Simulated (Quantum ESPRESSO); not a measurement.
Input and output of a self-consistent single point for CdWO4 (P2/c, 12 atoms in the cell) (Quantum ESPRESSO).

Method: LDA (PZ)+U, GBRV 1.5 ultrasoft (LDA) pseudopotentials (plane waves; Quantum ESPRESSO).

```yaml
crystal:
  lattice:
    - [5.10656, 0.00000, 0.00000]
    - [0.00000, 5.97587, 0.00000]
    - [-0.10824, 0.00000, 5.14818]
  atoms:
    - { symbol: Cd, position: [0.50000, 0.69050, 0.75000] }
    - { symbol: Cd, position: [0.50000, 0.30950, 0.25000] }
    - { symbol: W, position: [0.00000, 0.17667, 0.75000] }
    - { symbol: W, position: [0.00000, 0.82333, 0.25000] }
    - { symbol: O, position: [0.79886, 0.09587, 0.05209] }
    - { symbol: O, position: [0.20114, 0.90413, 0.94791] }
    - { symbol: O, position: [0.20114, 0.09587, 0.44791] }
    - { symbol: O, position: [0.79886, 0.90413, 0.55209] }
    - { symbol: O, position: [0.75730, 0.36955, 0.61642] }
    - { symbol: O, position: [0.24270, 0.63045, 0.38358] }
    - { symbol: O, position: [0.24270, 0.36955, 0.88358] }
    - { symbol: O, position: [0.75730, 0.63045, 0.11642] }
```

Reference input (self-consistent single point, DFT, LDA (PZ), plane waves, GBRV 1.5 ultrasoft (LDA) pseudopotentials): ecutwfc = 40 Ry; ecutrho = 320 Ry; occupations = smearing; smearing = gaussian; degauss = 0.00147 Ry; potentials = {Cd: cd_lda_v1.uspp.F.UPF, W: w_lda_v1.2.uspp.F.UPF, O: o_lda_v1.2.uspp.F.UPF}; K_POINTS = automatic 3 3 3 0 0 0; conv_thr = 1e-10 Ry; mixing_beta = 0.5. This run's input differs from it in these lines:

```diff
@@ -45,2 +45,4 @@
 3 3 3  0 0 0
+HUBBARD {ortho-atomic}
+U W-5d 3
```

Output, abridged:

```
     Self-consistent Calculation

     iteration #  1     ecut=    40.00 Ry     beta= 0.50

     =================== HUBBARD OCCUPATIONS ===================
     ------------------------ ATOM    3 ------------------------
     Tr[ns(  3)] =   2.08558
     eigenvalues:
       0.165  0.172  0.178  0.263  0.264
     ------------------------ ATOM    4 ------------------------
     Tr[ns(  4)] =   2.08558
     eigenvalues:
       0.165  0.172  0.178  0.263  0.264

     Number of occupied Hubbard levels =    4.1712

     negative rho (up, down):  1.600E-01 0.000E+00

     total energy              =    -803.81664986 Ry
   [... lines left out ...]
     estimated scf accuracy    <       8.98064468 Ry

     iteration #  3     ecut=    40.00 Ry     beta= 0.50

     negative rho (up, down):  1.639E-01 0.000E+00

     total energy              =    -805.66836010 Ry
     estimated scf accuracy    <       0.70695267 Ry

   [... 9 blocks of this kind left out ...]

     iteration # 13     ecut=    40.00 Ry     beta= 0.50

     negative rho (up, down):  1.643E-01 0.000E+00

     total energy              =    -805.72593271 Ry
     estimated scf accuracy    <          5.5E-09 Ry

     iteration # 14     ecut=    40.00 Ry     beta= 0.50

     negative rho (up, down):  1.643E-01 0.000E+00
     End of self-consistent calculation

     =================== HUBBARD OCCUPATIONS ===================
     ------------------------ ATOM    3 ------------------------
     Tr[ns(  3)] =   3.65412
     eigenvalues:
       0.339  0.345  0.359  0.391  0.392
     ------------------------ ATOM    4 ------------------------
     Tr[ns(  4)] =   3.65412
     eigenvalues:
       0.339  0.345  0.359  0.391  0.392

     Number of occupied Hubbard levels =    7.3082

     the Fermi energy is    10.0249 ev

!    total energy              =    -805.72593271 Ry
     estimated scf accuracy    <          9.8E-11 Ry
     smearing contrib. (-TS)   =      -0.00000000 Ry
     internal energy E=F+TS    =    -805.72593271 Ry

     Hubbard energy            =       0.51019149 Ry

     convergence has been achieved in  14 iterations

   [... lines left out ...]
     Total force =     0.066300     Total SCF correction =     0.000035
   [... lines left out ...]

     negative rho (up, down):  1.643E-01 0.000E+00
          total   stress  (Ry/bohr**3)                   (kbar)     P=     -132.00
  -0.00093308   0.00000000  -0.00000867         -137.26        0.00       -1.27
   0.00000000  -0.00085149   0.00000000            0.00     -125.26        0.00
  -0.00000867   0.00000000  -0.00090746           -1.27        0.00     -133.49

   JOB DONE.
```

The run converged in 14 iterations. Against the reference run the pressure goes from -13.44 to -13.20 GPa, the largest force goes from 0.707 to 0.667 eV/Å and the gap on the mesh goes from 2.896 to 2.995 eV.

The starting cell comes from a database of computed structures (which also holds hypothetical and non-ambient phases and stackings), without a prior relaxation at this level. Its lattice was rescaled by a random factor within 2.5 % of one. Spin-orbit coupling is off. Spin polarisation is off. The U value is a test value, and with U on an open shell several self-consistent states can exist. With a pressure of about -13 GPa the cell is away from its equilibrium volume at this level.

Cost on one core of a shared machine: roughly 4 min.
